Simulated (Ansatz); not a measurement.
We consider BGeCN (model structure, started from the AlSiCN type, P3m1, No. 156, 4 atoms in the cell), described by PBE0 in Ansatz (PAW).

Numerical settings: plane-wave cutoff 460 eV, 9×9×6 k mesh (along the axes of the cell as run), Fermi–Dirac smearing 0.01 eV, scalar-relativistic PAW data made under PBE.

Cell (relaxed with PBE-D3(BJ)):

```cif
data_CBGeN
_chemical_formula_sum 'B1 Ge1 C1 N1'
_space_group_name_H-M_alt 'P 1'
_space_group_IT_number 1
_cell_length_a 2.95645
_cell_length_b 2.95645
_cell_length_c 4.79446
_cell_angle_alpha 90.000
_cell_angle_beta 90.000
_cell_angle_gamma 120.000
loop_
_space_group_symop_operation_xyz
  'x, y, z'
loop_
_atom_site_label
_atom_site_type_symbol
_atom_site_fract_x
_atom_site_fract_y
_atom_site_fract_z
_atom_site_occupancy
B1 B 0.33333 0.66667 0.48819 1
Ge1 Ge 0.66667 0.33333 0.00296 1
C1 C 0.33333 0.66667 0.15730 1
N1 N 0.66667 0.33333 0.60155 1
```

Task: Predict the band gap and smallest direct gap on the k points sampled.

Result: 
band gap: 3.83 eV (indirect)
smallest direct gap on the k points sampled: 4.15 eV

Note: the relaxation could raise the start's symmetry but not lower it, so the cell can be a saddle point; cell and atoms aren't relaxed at this level (largest force component 0.36 eV/Å, pressure -2.7 GPa).

Spin–orbit coupling is not included.

Computed values are for the static lattice.

Cost on a shared machine: about 2.3 core-minutes (a rough figure).

A model structure was made by putting elements into a prototype or built by hand; it is no filed structure, need not be a known phase, and can be a saddle point held by its symmetry.

Ansatz is a first-principles code.
